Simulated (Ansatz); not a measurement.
Start from ZnS in the wurtzite structure (space group P6_3mc, No. 186; a = 3.7822 Å, c = 6.2077 Å).

Computed with PBEsol/PAW in Ansatz (a program for electronic structure), no SOC.

Base values:

The valence-band top at Γ is 0.00, 0.00, -0.09 eV, the band gap is 2.15 eV and the pressure is 0.00 GPa.

Perturbation: every lattice vector is stretched by 2.40 %; the atoms relax in the strained cell.

**Question.** What happens to the valence-band top at Γ?

**Answer.** The valence-band top at Γ (three highest levels, from the VBM) changes from 0.00, 0.00, -0.09 eV to 0.00, 0.00, -0.07 eV.

**Question.** Predict the new band gap.

**Answer.** The band gap shrinks by 0.309 eV, from 2.15 eV to 1.85 eV.

**Question.** What happens to the pressure?

**Answer.** The pressure (mean of the normal stresses, compression positive) goes from zero to -4.77 GPa.

Whether these cells are dynamically stable was not tested.
